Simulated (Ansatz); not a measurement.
NbAs (I4₁md, No. 109, 4 atoms in the cell; start mp-2059), treated with PBE (Ansatz, a program for electronic structure, PAW).

Settings: plane-wave cutoff 520 eV, 22×22×22 k mesh, Fermi–Dirac smearing 0.05 eV, no spin polarisation, scalar-relativistic PAW data made under PBE.

Cell (relaxed at this level):

Space group I4₁md (No. 109); a = b = 3.4734 Å, c = 11.7472 Å, α = β = γ = 90.00°

```tsv
atom	site	symmetry	x	y	z
Nb	4a	2mm.	0.0000	0.0000	0.4994
As	4a	2mm.	0.0000	0.0000	0.9176
```
(The calculation used a cell of 4 atoms; values per cell refer to that cell.)

Task: Give the computed bulk modulus B0.

Result: 
- bulk modulus B0: 160 GPa

Note: the bulk modulus is −V dP/dV from two relaxed cells at ±2 % in volume; the relaxation could not lower the start's symmetry, so the cell can be a saddle point above a distorted one.

Static lattice: no zero-point or thermal effects.

The result took around 11 core-minutes (rough).

A start named mp-… is a Materials Project structure, which need not be a measured phase.
